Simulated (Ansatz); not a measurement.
The parent structure is WSe2 (space group P6_3/mmc, No. 194; layered, stacked along the Cartesian z axis).

```xyz
6
Lattice="3.2790 0.0000 0.0000 -1.6395 2.8397 0.0000 0.0000 0.0000 12.7862" Properties=species:S:1:pos:R:3 pbc="T T T"
W      1.6395     0.9466     9.5897
W      0.0000     1.8932     3.1966
Se     1.6395     0.9466     4.8808
Se     0.0000     1.8932    11.2739
Se     0.0000     1.8932     7.9054
Se     1.6395     0.9466     1.5123
```

Cartesian axes are those of the cell as printed.

Computed with PBE-D3(BJ) (Ansatz, an electronic-structure program; PAW; 420 eV plane waves; scalar-relativistic without spin-orbit coupling).

Base values:

The hole mass comes out as 1.3 mₑ along c, 0.70 mₑ across (at Γ).

It is then changed as follows: biaxial strain +1.80 %, plane normal [001], relaxed out of plane (Cartesian); in-plane vectors clamped, the third vector and the atoms free.

**Question.** What does the calculation give for the in-plane stress after the change?

**Answer.** The mean in-plane stress (compression positive) amounts to -3.9 GPa.

**Question.** Predict the new hole mass.

**Answer.** The hole mass goes from 1.3 mₑ along c, 0.70 mₑ across (at Γ) to 1.7 mₑ out of plane, 0.59 mₑ in plane (at Γ).

**Question.** Estimate the effect on the ratio −ε⊥/ε∥.

**Answer.** The ratio −ε⊥/ε∥ comes out as 0.37.

Spin-orbit coupling, missing from the scalar runs, can matter with W. The levels and masses belong to the bands next to the band gap. Effective masses come from finite differences of ±0.01 Å⁻¹. Whether these cells are dynamically stable was not tested.
